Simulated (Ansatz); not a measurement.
The starting structures come from a database of crystals and need not be the phases stable at ambient conditions.

Here is the system:

```yaml
crystal:
  lattice:
    - [7.69377, 0.00000, 0.00000]
    - [-3.84688, 7.62765, 0.00000]
    - [0.00000, 0.00000, 6.83989]
  atoms:
    - { symbol: Cs, position: [0.59973, 0.19946, 0.25000] }
    - { symbol: Cs, position: [0.40027, 0.80054, 0.75000] }
    - { symbol: Cs, position: [0.19988, 0.39976, 0.25000] }
    - { symbol: Cs, position: [0.80012, 0.60024, 0.75000] }
    - { symbol: Sb, position: [0.08258, 0.80208, 0.25000] }
    - { symbol: Sb, position: [0.91742, 0.19792, 0.75000] }
    - { symbol: Sb, position: [0.28050, 0.19792, 0.75000] }
    - { symbol: Sb, position: [0.71950, 0.80208, 0.25000] }
    - { symbol: Pd, position: [0.00000, 0.00000, 0.50000] }
    - { symbol: Pd, position: [0.00000, 0.00000, 0.00000] }
```

Space group of this cell: Cmcm. The cell is taken as given; by PBEsol its mean pressure is -1.0 GPa.

Transport runs along the normal of the first two printed cell vectors.

The gap is the functional's own, uncorrected, and κ follows it; spin-orbit coupling is left out. Mid-gap values are interpolated between the computed energies.

**Question.** Estimate the band gap and the smallest decay constant κ at mid-gap that Ansatz (a first-principles code) with PBEsol returns for this system.

**Answer.** Gap 0.84 eV on a 6×6×6 mesh; κ = 0.167 1/Å, at (0.000, 0.500) of the in-plane reciprocal vectors. At the zone centre, at the nearest computed energy, the slowest state has κ = 0.23 1/Å.
